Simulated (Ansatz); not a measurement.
Here is the system:

```xyz
2
Lattice="3.0133 0.0000 0.0000 1.5066 2.6096 0.0000 0.0000 0.0000 4.5621" Properties=species:S:1:pos:R:3 pbc="T T T"
Ti     3.0133     1.7397     3.4216
Ti     1.5066     0.8699     1.1405
```

No spin polarisation.

Calculations: PBE (Ansatz, a quantum-chemistry and plane-wave program), scalar-relativistic without spin-orbit coupling. k-mesh 23×23×13 (Γ-centred); smearing 0.1 eV (Fermi–Dirac).

Task: What band gap does the calculation give?

Result: Zero.

Task: Predict the pressure (mean of the normal stresses, compression positive).

Result: -3.0 GPa.

The cells carry an imposed strain or load. Stability against distortions was not tested. All final runs are without spin polarisation. The cell was made from Ti in the hcp (Mg type) structure (space group P6_3/mmc, No. 194) by this change: biaxial strain +2.50 %, plane normal [001], relaxed out of plane.
